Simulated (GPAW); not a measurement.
Pressure against volume in fcc Sr (space group 225) (GPAW, PBE)

```
CELL_PARAMETERS angstrom
      0.00000     2.93890     2.93890
      2.93890     0.00000     2.93890
      2.93890     2.93890     0.00000
ATOMIC_POSITIONS crystal
  Sr 0.00000 0.00000 0.00000
```

Method of the run: PBE, GPAW PAW datasets PBE (gpaw-data 1.0.1) (plane waves; GPAW). Settings: mode = pw; ecut = 585 eV; xc = PBE; kpts = 26 26 26; mesh shift (steps) = 0 0 0; occupations.name = fermi-dirac; occupations.width = 0.05 eV; nbands = -9; convergence.density = 1e-06 e/electron; convergence.energy = 1e-06 eV/electron; symmetry.symmorphic = false; symmetry.tolerance = 0.0005; maxiter = 100. The cell above is the first row's. The rows scale it uniformly. In all rows the k mesh is held.

| V (Å^3/atom) | P (GPa) |
|---|---|
| 50.7675 | ? |
| 51.8712 | 0.76 |
| 52.9748 | 0.48 |
| 54.0784 | 0.21 |
| 55.1821 | -0.03 |
| 56.2857 | -0.25 |
| 57.3894 | -0.46 |
| 58.4930 | -0.64 |
| 59.5966 | -0.82 |

Taking a cubic for P over the 8 complete rows: With u = V - 55.7, the rows have u = -3.8288, -2.7252, -1.6216, -0.5179, 0.5857, 1.6894, 2.7930, 3.8966. Least squares gives P = -0.136 - 0.2020·u + 0.00769·u² - 0.000207·u³. Residuals (row less fit): -0.002, 0.004, -0.003, -0.001, 0.002, -0.004, 0.005, -0.001; standard error 0.004 (degrees of freedom: 4). The fitted pressure is zero at V0 = 55.04, where dP/dV = -0.2124, so B0 = -V0·dP/dV = 11.7 GPa.

Question: Predict the withheld P at V = 50.7675 from the fit, and compare with the calculation.

Answer: u = -4.9325, so P = -0.136 - 0.2020 × (-4.9325) + 0.00769 × (-4.9325)² - 0.000207 × (-4.9325)³ = 1.072 GPa. The calculation gives 1.08 GPa, 0.008 GPa above the prediction (0.4 % of the range of P in the table). The row lies outside the fitted rows, so this is an extrapolation. From the scatter of the fitted rows alone, a prediction at this place has a standard error of 0.011 GPa, so the miss is 0.7 times that.

Carrying the step between the two nearest rows on in a straight line would have given 1.04, off by 0.04; series whose last step already gives the withheld value aren't shown. The reference cell has the volume at which an earlier scan in this program and functional put its minimum by a fit. Cutoffs and mesh are single choices, not tested for convergence of this quantity. Series with a scatter that would blur these digits, or in which a gap closes, are not shown.
